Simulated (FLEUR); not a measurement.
A self-consistent single point of NbAs (I4_1md, 4 atoms in the cell) with FLEUR.

Level of theory: LDA (Perdew-Zunger), all-electron FLAPW (FLEUR), scalar-relativistic valence.

```yaml
crystal:
  lattice:
    - [-1.70848, 1.70848, 5.82059]
    - [1.70848, -1.70848, 5.82059]
    - [1.70848, 1.70848, -5.82059]
  atoms:
    - { symbol: Nb, position: [0.74972, 0.74972, 0.00000] }
    - { symbol: Nb, position: [0.49972, 0.99972, 0.50000] }
    - { symbol: As, position: [0.16728, 0.16728, 0.00000] }
    - { symbol: As, position: [0.91728, 0.41728, 0.50000] }
```

Reference input (self-consistent single point, DFT, PBE, all-electron FLAPW (FLEUR), scalar-relativistic valence): Kmax = 3.4 1/bohr; GmaxXC = 10.2 1/bohr; xcFunctional = pbe; jspins = 1; l_soc = F; mode = gauss; fermiSmearingEnergy = 0.00367493 Htr; mesh (inpgen div1-3) = 8 8 8; inpgen gamma flag = true; Gmax = 10.2 1/bohr; numbands = 0; maxIterBroyd = 25. This run's input differs from it in these lines:

```diff
@@ -16,2 +16,3 @@
 &comp jspins=1 /
+&exco xctyp='pz' /
 &kpt div1=8 div2=8 div3=8 gamma=t /
@@ -28,3 +29,3 @@
       <coreElectrons ctail="T" frcor="F" kcrel="0" coretail_lmax="0"/>
-      <xcFunctional name="pbe" relativisticCorrections="F"/>
+      <xcFunctional name="pz" relativisticCorrections="F"/>
       <magnetism jspins="1"/>
```

Log, with long lists cut:

```
 Iteration:     1   Distance:      12.03824146 me/bohr^3
 Iteration:     2   Distance:      10.60890247 me/bohr^3
 Iteration:     3   Distance:       4.36116783 me/bohr^3
 Iteration:     4   Distance:       5.88534135 me/bohr^3
 Iteration:     5   Distance:       2.94192845 me/bohr^3
   [... 7 lines left out ...]
 Iteration:    13   Distance:       0.00020688 me/bohr^3
 Iteration:    14   Distance:       0.00006649 me/bohr^3
 Iteration:    15   Distance:       0.00005680 me/bohr^3
 Iteration:    16   Distance:       0.00000288 me/bohr^3
 Reset of history
 Run finished successfully
 Stop message:
   Structural relaxation: new displacements generated

[file out, last iteration]
             iter=     17
[...]
          total density-effective poten   -1.9629394311E+04
          total charge density-energy d   -3.9175691022E+02
 Updated energy parameters for spin:           1
[...]
 fermi energy and band-weighting factors:
    0.935957    0.940905    0.940905

[...]
FERMIE:
          first approx. to ef    (T=0)  :   0.445056 htr   (energy of the highest occ. eigenvalue)
          number of occ. states  (T=0)  :       1652
          first approx. to seigv (T=0)  : -27.339979 htr
          sum of weights of occ. states :  28.007812
          sum of semicore charge        :   0.000000 e
          fermi energy=   0.44462 har   work function= -12.09861 ev
   [... lines left out ...]
          total moment                 =     0.00000
 Direct bandgap for spin            1 :    2.6383663650549893E-003  Htr
 ---->    free energy=                    -12149.0700274696 htr
   [... lines left out ...]
      extrapolation for T->0
 ---->    total electron energy=          -12149.0700274696 htr
 ***** TOTAL FORCES ON ATOMS *****
 TOTAL FORCE FOR ATOM TYPE=  1  X=  0.000   Y=  0.000   Z= -5.506
                       FX_TOT= 0.000000 FY_TOT= 0.000000 FZ_TOT=-0.002094
 TOTAL FORCE FOR ATOM TYPE=  2  X=  0.000   Y=  0.000   Z=  3.680
                       FX_TOT= 0.000000 FY_TOT= 0.000000 FZ_TOT= 0.002087
```

The run converged in 16 iterations. FLEUR gives forces in its relaxation mode, with a further iteration, so its stop message speaks of a relaxation. 

The starting cell comes from a database of computed structures (which also holds hypothetical and non-ambient phases and stackings), without a prior relaxation at this level. Its lattice was rescaled by a random factor within 2.5 % of one. Spin polarisation is off. Values depend on the basis (sphere radii, cutoffs, local orbitals), which need not be converged. The log's line on a gap gives a spacing of levels on this mesh, which the program prints for metals too.

These are the values that this program gave, and no reference: the default basis lacks the next d shell.

Cost on one core of a shared machine: roughly 4 min.
